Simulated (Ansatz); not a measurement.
## BN, response to strain

Base system: BN in the wurtzite structure (space group P6_3mc, No. 186).

```
CELL_PARAMETERS angstrom
      2.52320     0.00000     0.00000
     -1.26160     2.18516     0.00000
      0.00000     0.00000     4.17514
ATOMIC_POSITIONS crystal
  B  0.33333 0.66667 0.00030
  B  0.66667 0.33333 0.50030
  N  0.33333 0.66667 0.37470
  N  0.66667 0.33333 0.87470
```

Cartesian axes are those of the cell as printed.

Strains are applied to the cell and any free atomic positions relax; under biaxial strain the out-of-plane vector relaxes too.

All numbers come from Ansatz (a first-principles code), LDA, PAW, cutoff 420 eV, scalar-relativistic without spin-orbit coupling.

| biaxial strain, plane normal [001], relaxed out of plane (%) | band gap (eV) |
|---|---|
| -3 | 4.57 |
| -2.4 | 4.65 |
| -1.8 | ? |
| -1.2 | 4.80 |
| -0.6 | 4.87 |
| 0 | 4.93 |

Q: Fit E_g = E₀ + Dε (ε in %) to the rows shown and predict the withheld row.

A: Least squares on the printed values gives E₀ = 4.94 eV, D = 121 meV per % of strain (largest residual 0.01 eV); this predicts 4.72 eV, and the run gives 4.73 eV, in agreement.

Whether these cells are dynamically stable was not tested.
